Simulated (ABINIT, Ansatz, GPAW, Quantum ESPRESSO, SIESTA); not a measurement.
## One structure in several programs: YPt₂ (Fd-3m, 6 atoms in the cell)

Self-consistent single point.

```xyz
6
Lattice="0.0000 3.8254 3.8254 3.8254 0.0000 3.8254 3.8254 3.8254 0.0000" Properties=species:S:1:pos:R:3 pbc="T T T"
Y      3.8254     3.8254     3.8254
Y      5.7381     5.7381     5.7381
Pt     0.9563     2.8690     2.8690
Pt     2.8690     2.8690     0.9563
Pt     2.8690     0.9563     2.8690
Pt     0.9563     0.9563     0.9563
```

All programs got the same cell, k-point mesh and kind of occupations (in Ansatz's words: kpoints.mp_grid.grid = 6 6 6; scf.occupations.method = gaussian; scf.occupations.width = 0.0073 Ry); potentials, basis and cutoffs are each program's usual ones.

| code | model | pressure (GPa) | k-points | cutoff |
|---|---|---|---|---|
| SIESTA | GGA PBEsol, numerical atomic orbitals TZP, PseudoDojo PBEsol standard norm-conserving potentials (rewritten from UPF to PSML) | -6.08 | 132 | grid 300 Ry |
| Ansatz | PBEsol, default PAW files made with PBE | -3.85 | 16 | 30.9 Ry |
| Quantum ESPRESSO | PBEsol, GBRV 1.5 ultrasoft (PBESOL) pseudopotentials | -4.66 | 16 | 40 Ry |
| ABINIT | PBEsol, norm-conserving pseudopotentials (PseudoDojo nc-sr-04 PBEsol standard) | -4.00 | 16 | 1143 eV |
| GPAW | PBEsol, GPAW PAW datasets PBEsol (made by gpaw-setup) | -4.00 | 16 | 550 eV |

The spread over the programs that give each value: pressure within 2.23 GPa.

The starting cell comes from a database of computed structures (which also holds hypothetical and non-ambient phases and stackings), without a prior relaxation at this level. On Ansatz's run: Spin-orbit coupling is off. Spin polarisation is off. In the base run, with a pressure of about -4 GPa the cell is away from its equilibrium volume at this level.

Problem. Why do the programs differ, and what cannot be compared?

Solution. Differences of this kind can come from the potentials, where these differ, and from what each basis and cutoff leave unconverged. The valence holds different numbers of electrons (SIESTA 94, Ansatz (a first-principles code) 94, Quantum ESPRESSO 86, ABINIT 94, GPAW 86). The zero of total energies and Fermi levels follows the potentials and each program's conventions, so they are not compared here. SIESTA uses small atom-centred bases, whose incompleteness enters pressures, forces and empty levels differently from a plane-wave cutoff. Ansatz's pressure is given at a fixed set of plane waves, as the other plane-wave codes print theirs; with its correction for the finite basis it is -3.81 GPa. Ansatz's smearing width was typed in Ry to four decimals, so it matches the others to a few per cent. The programs reduce the same mesh by symmetry to different extents, which changes the work and not the result. In the pressure, SIESTA (by 2.08) lies more than 1 GPa from the median of the plane-wave programs.

Left out of this page: Elk and FLEUR (not drawn, or without a comparable value).

Keys are those of Ansatz 0.2.
